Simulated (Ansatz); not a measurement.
Amorphous cells of 8 compositions: the gap between the highest filled and lowest empty level at the zone centre, by PBE and by a single point of r2SCAN on the same geometry (PBE, scalar-relativistic without spin-orbit coupling (plane waves to 420 eV, PAW; Ansatz, an electronic-structure program); r2SCAN at 500 eV). The networks come from melt-quench runs on the CHGNet potential at compositions and starting densities chosen by hand, with anions pushed apart in the CHGNet dynamics, and DFT then relaxed them. The cells are small and were quenched far faster than real films, so single cells scatter. Defect or tail levels can set these gaps. The rows are the first to finish with both values and no moments.

```json
[
 {"cell": "A (In24O37Zn, 6.47 g/cm3)", "PBE gap x (eV)": "0.45", "r2SCAN gap y (eV)": "0.89"},
 {"cell": "B (In24O39Y2, 6.40 g/cm3)", "PBE gap x (eV)": "0.63", "r2SCAN gap y (eV)": "1.05"},
 {"cell": "C (In24O39La2, 6.51 g/cm3)", "PBE gap x (eV)": "0.74", "r2SCAN gap y (eV)": "1.18"},
 {"cell": "D (Si24O49K2, 2.21 g/cm3)", "PBE gap x (eV)": "2.22", "r2SCAN gap y (eV)": "withheld"},
 {"cell": "E (Si24O49Cu2, 2.32 g/cm3)", "PBE gap x (eV)": "2.76", "r2SCAN gap y (eV)": "3.15"},
 {"cell": "F (Si24O49Ba, 2.35 g/cm3)", "PBE gap x (eV)": "4.04", "r2SCAN gap y (eV)": "4.65"},
 {"cell": "G (Si24O49Li2, 2.20 g/cm3)", "PBE gap x (eV)": "4.58", "r2SCAN gap y (eV)": "5.22"},
 {"cell": "H (Si24O49Be, 2.20 g/cm3)", "PBE gap x (eV)": "5.06", "r2SCAN gap y (eV)": "5.72"}
]
```

Q: Fit a straight line through the 7 full rows and predict the withheld value for D (Si24O49K2, 2.21 g/cm3).

A: Means: x = 2.609, y = 3.123. Slope = Σ(Δx Δy) / Σ(Δx²) = 25.24 / 24.03 = 1.05; the r.m.s. residual is 0.054. Prediction: 3.123 + 1.05 × (2.22 − 2.609) = 2.71. The run gave 2.78, 0.07 above the line.
